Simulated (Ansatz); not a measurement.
Take WS2 (space group P6_3/mmc, No. 194; layered, stacked along the Cartesian z axis) as the base.

```xyz
6
Lattice="3.1147 0.0000 0.0000 -1.5574 2.6974 0.0000 0.0000 0.0000 11.7724" Properties=species:S:1:pos:R:3 pbc="T T T"
W      1.5574     0.8991     2.9431
W      0.0000     1.7983     8.8293
S      1.5574     0.8991    10.4014
S      0.0000     1.7983     4.5152
S      0.0000     1.7983     1.3709
S      1.5574     0.8991     7.2571
```

Cartesian axes are those of the cell as printed.

Level of theory: PBEsol-D3(BJ)/PAW in Ansatz (a quantum-chemistry and plane-wave program), without spin-orbit coupling.

Strains are applied to the cell and any free atomic positions relax.

One change was made to it. Results:

```tsv
quantity	base	after
valence-band top at Γ (three highest levels, from the VBM)	0.00, -1.26, -1.60 eV	0.00, -1.14, -1.68 eV
hole mass	0.96 mₑ along c, 0.46 mₑ across (at Γ)	1.1 mₑ along z, 0.39 mₑ across (at Γ)
band gap	0.65 eV	0.54 eV
```

Question: Name the change that was made.
A. uniaxial strain ε_zz = −0.60 %
B. uniaxial strain ε_zz = −3.00 %
C. uniaxial strain ε_zz = −1.80 %

Answer: C, uniaxial strain ε_zz = −1.80 %. For comparison, the band gap in the other runs: uniaxial strain ε_zz = −3.00 % gives 0.46 eV; uniaxial strain ε_zz = −0.60 % gives 0.62 eV.

Spin-orbit coupling, missing from the scalar runs, can matter with W. Effective masses come from finite differences of ±0.01 Å⁻¹. Whether these cells are dynamically stable was not tested.
